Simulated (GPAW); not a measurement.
A self-consistent single point of SnPt (P1, 4 atoms in the cell) with GPAW.

Level of theory: PBEsol, GPAW PAW datasets PBEsol (made by gpaw-setup) (plane waves; GPAW 25.7.0).

```xyz
4
Lattice="4.1441 0.0000 0.0000 -2.0720 3.5889 0.0000 0.0000 0.0000 5.4756" Properties=species:S:1:pos:R:3 pbc="T T T"
Sn     2.0430     1.1763     4.0746
Sn    -0.0273     2.4362     1.3761
Pt     0.0071    -0.0461     2.7219
Pt     0.0491     0.0224     0.0407
```

Reference input (self-consistent single point, DFT LDA (Perdew-Wang 92), plane waves, GPAW PAW datasets LDA (gpaw-data 1.0.1)): mode = pw; ecut = 600 eV; xc = LDA; kpts = 5 5 4; mesh shift (steps) = 0 0 0; occupations.name = fermi-dirac; occupations.width = 0.1 eV; nbands = -12; convergence.density = 1e-05 e/electron; convergence.energy = 1e-05 eV/electron; symmetry.symmorphic = false; symmetry.tolerance = 0.0005. This run's input differs from it in these lines:

```diff
@@ -15,3 +15,3 @@
 calc = GPAW(mode={'name': 'pw', 'ecut': 600},
-            xc='LDA',
+            xc='PBEsol',
             kpts={'size': (5, 5, 4), 'gamma': True},
```

Its files differ too (potentials: GPAW PAW datasets PBEsol (made by gpaw-setup)).

The program printed (abridged):

```
     iter     time        total  log10-change:
                         energy   eigst   dens
iter:   1 --:--:--   -26.679993
iter:   2 --:--:--   -26.549738   -1.27  -1.45
iter:   3 --:--:--   -26.321318   -1.20  -1.46
iter:   4 --:--:--   -25.973047   -2.54  -1.73
iter:   5 --:--:--   -25.861113   -2.04  -1.77
iter:   6 --:--:--   -25.884045   -2.70  -2.41
iter:   7 --:--:--   -25.853362   -3.60  -2.29
iter:   8 --:--:--   -25.842930   -3.59  -2.56
iter:   9 --:--:--   -25.842486   -4.32  -3.02
iter:  10 --:--:--   -25.842111   -4.72  -3.19
iter:  11 --:--:--   -25.842147c  -4.71  -3.36
iter:  12 --:--:--   -25.841960c  -5.03  -3.25
iter:  13 --:--:--   -25.841960c  -6.51  -3.82
iter:  14 --:--:--   -25.841911c  -5.79  -3.88
iter:  15 --:--:--   -25.841935c  -6.35  -4.24
iter:  16 --:--:--   -25.841914c  -6.91  -4.08
iter:  17 --:--:--   -25.841912c  -7.92c -4.33
iter:  18 --:--:--   -25.841910c  -7.38  -4.36
iter:  19 --:--:--   -25.841907c  -7.57c -4.62
iter:  20 --:--:--   -25.841907c  -8.41c -4.82
iter:  21 --:--:--   -25.841907c  -8.64c -5.03c
Converged after 21 iterations.

Dipole moment: (-1.369944, 0.580250, -1.389932) |e|*Ang

Energy contributions relative to reference atoms: (reference = -1336342.988693)

Kinetic:         -5.129604
Potential:       +2.461542
External:        +0.000000
XC:             -21.942930
Entropy (-ST):   -0.043241
Local:           -1.209295
SIC:             +0.000000
--------------------------
Free energy:    -25.863528
Extrapolated:   -25.841907

Showing only first 2 kpts
 Kpt  Band  Eigenvalues  Occupancy
  0    28     10.27540    0.00003
  0    29     10.82571    0.00000
  0    30     11.06786    0.00000
  0    31     12.85788    0.00000

  1    28      9.58385    0.02951
  1    29     11.63509    0.00000
  1    30     11.81320    0.00000
  1    31     12.28016    0.00000

Fermi level: 9.16372

No gap
No difference between direct/indirect transitions
Energy (eV): -25.841907

Forces in eV/Ang:
  0 Sn    0.34892    0.09675    0.22651
  1 Sn    0.45185   -0.44391   -0.09343
  2 Pt   -0.32945    0.28399    0.60448
  3 Pt   -0.47252    0.06365   -0.73789

Stress tensor:
     0.004360     0.001167     0.000003
     0.001167     0.016894     0.000863
     0.000003     0.000863     0.014917
Stress (GPa, Voigt): [6.9860e-01 2.7067e+00 2.3899e+00 1.3830e-01 4.0000e-04 1.8700e-01]
```

The run converged in 21 iterations. GPAW prints stress with tension positive. Against the reference run the pressure goes from -5.24 to -1.93 GPa and the largest force goes from 0.811 to 0.879 eV/Å.

The starting cell comes from a database of computed structures (which also holds hypothetical and non-ambient phases and stackings), without a prior relaxation at this level. Its atoms were displaced at random from the sites of space group no. 194. Spin polarisation is off.

Cost on one core of a shared machine: roughly 2 min.
